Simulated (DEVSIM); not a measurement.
Structure: W/Al2O3/p-In0.53Ga0.47As capacitor, at 300 K.

Layer 1 from the left is Al2O3, thickness (nm) 19.0. Layer 2 from the left is In0.53Ga0.47As, thickness (nm) 14000, Na (cm⁻³) 3.2e14.

Metal gate on the left, work function 4.6 eV. Fixed charge at the semiconductor interface -4.3e10 cm⁻² (in units of +e); no interface traps.

This is a model device: material constants are rounded textbook-type values typed into the input, and sizes, dopings and lifetimes were drawn at random. Values at 300 K.

Al2O3: gap (eV) 6.8, affinity (eV) 1.35, permittivity 9. In0.53Ga0.47As: gap (eV) 0.74, affinity (eV) 4.51, permittivity 13.9, Nc (cm⁻³) 2.1e17, Nv (cm⁻³) 7.7e18.

Estimate by hand the flat-band voltage, the threshold voltage, and compare with a numerical solution.


- Flat-band voltage: C = 0.419 μF/cm², work-function difference -0.389 V; VFB = φms − qNf/C = -0.37 V; numerical -0.37 V.
- Threshold voltage: φF = 0.156 V, depletion charge √(4εqNφF) = 6.27e-9 C/cm²; VT = VFB + 2φF + Qd/C = -0.05 V; numerical -0.05 V.

Simulated with DEVSIM: 1D Poisson equation in equilibrium, Boltzmann statistics, complete ionisation; no quantum confinement or tunnelling. Metal contacts follow the ideal Schottky-Mott rule: no Fermi-level pinning, no interface dipoles.
